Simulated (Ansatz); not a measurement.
Consider CuI in the zinc blende structure (space group F-43m, No. 216; a = 6.079 Å). Axes: x, y, z lie along the cube axes.

Calculations: PBE, PAW, 420 eV (Ansatz, a first-principles code; spin-orbit coupling left out).

Now apply this change: every lattice vector is shortened by 3.00 %, atoms relaxed at fixed cell.

Predict the stress tensor and what it implies for the stiffness.

Stress of the strained cell less that of the base (GPa, compression positive):
```
   4.52    0.00    0.00
   0.00    4.52    0.00
   0.00    0.00    4.52
```

Then B = −ΔP/(ΔV/V₀) with ΔV/V₀ = -0.0873 gives secant stiffness values (nonlinear terms included at this strain): B ≈ 52 GPa.

As a check, the harmonic strain energy −½ V₀ Δσ:ε is 36 meV/atom; the computed energy rise is 31 meV/atom.

Whether these cells are dynamically stable was not tested. All final runs are without spin polarisation.
